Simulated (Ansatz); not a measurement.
The parent structure is Ge in the diamond structure (space group Fd-3m, No. 227; a = 5.762 Å).

(Cell as relaxed with PBE.)

Levels (all Ansatz, a first-principles code, PAW): PBE (420 eV, spin-orbit coupling left out); r2SCAN (500 eV, no SOC).

Each level relaxes its own structure.

```json
[
 {"base": "volume per atom", "PBE": "23.91 Å³", "r2SCAN": "22.84 Å³"},
 {"base": "lattice parameter a", "PBE": "5.762 Å", "r2SCAN": "5.674 Å"},
 {"base": "band gap", "PBE": "zero", "r2SCAN": "0.36 eV"}
]
```

Now apply this change: Si takes the place of Ge on all its sites, then cell and atoms are relaxed.

```tsv
quantity	PBE	r2SCAN
band gap	0.61 eV	[?]
hole mass (degenerate bands, along [100])	0.16, 0.27, 0.27 mₑ (at Γ)	[?]
volume per atom	20.46 Å³	[?]
```

### Question
Given the PBE results, estimate those of r2SCAN.

### Answer

- band gap, r2SCAN: 0.78 eV
- hole mass (degenerate bands, along [100]), r2SCAN: 0.17, 0.25, 0.25 mₑ (at Γ)
- volume per atom, r2SCAN: 20.17 Å³

PBE's band gap lies 0.162 eV below r2SCAN's; PBE's volume per atom lies 0.29 Å³ above r2SCAN's (1.4 %). Neither level is exact; r2SCAN is the comparison here, not a measurement.

Effective masses come from finite differences of ±0.01 Å⁻¹. Stability against distortions was not tested. The zero or small gap of Ge can change with the level of theory.
